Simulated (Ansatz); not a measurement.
# HfN: uniaxial strain ε_zz = +2.50 %

Consider HfN in the rock salt structure (space group Fm-3m, No. 225; a = 4.5257 Å; relaxed with 0.1 eV smearing). Axes: x, y, z lie along the cube axes.

The change: uniaxial strain ε_zz = +2.50 %, all other strain components held at zero; the atoms relax in the strained cell.

Level of theory: r2SCAN (Ansatz, an electronic-structure program), without spin-orbit coupling. Γ-centred 22×22×22 mesh, Fermi–Dirac width 0.1 eV.

The space group goes from Fm-3m (No. 225) to I4/mmm (No. 139) and the shortest interatomic distance remains 2.263 Å. The energy increases by 12 meV/atom and the band gap stays zero. The stress (xx, yy, zz, yz, xz, xy; compression positive) amounts to (-2.8, -2.8, -13.1, 0.0, 0.0, 0.0) GPa.

Cost of the whole job for the changed cell (relaxation, final SCF and bands): around 110 core-seconds (rough).

Stability against distortions was not tested. The final runs are not spin-polarised. An odd electron count without spin: HfN.
